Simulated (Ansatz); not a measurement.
**TiO2, pressure series**

Start from TiO2 in the anatase structure (space group I4_1/amd, No. 141; a = 3.799 Å, c = 9.701 Å).

Cell and atoms are relaxed at each pressure.

Computed with plane-wave PAW DFT at the PBE level (Ansatz, a first-principles code, 420 eV), spin-orbit coupling left out.

Notes on the quantities. enthalpy: H = E + PV relative to the base's energy.

```csv
change,enthalpy,shortest interatomic distance
base,–,194.6 pm
pressure −2 GPa,-0.15 eV/atom,…
pressure −1 GPa,-0.07 eV/atom,194.9 pm
pressure 1.8 GPa,+0.13 eV/atom,194.0 pm
pressure 4.2 GPa,+0.30 eV/atom,193.4 pm
pressure 9 GPa,+0.64 eV/atom,192.2 pm
pressure 18 GPa,+1.25 eV/atom,190.3 pm
pressure 30 GPa,+2.02 eV/atom,…
```

Q: Complete the table.

A: 
- pressure −2 GPa, shortest interatomic distance: 195.2 pm
- pressure 30 GPa, shortest interatomic distance: 188.3 pm

Load acts through the strain it causes; cell and atoms are relaxed under it. Whether these cells are dynamically stable was not tested. Competing high-pressure phases were not computed. The final runs are not spin-polarised.
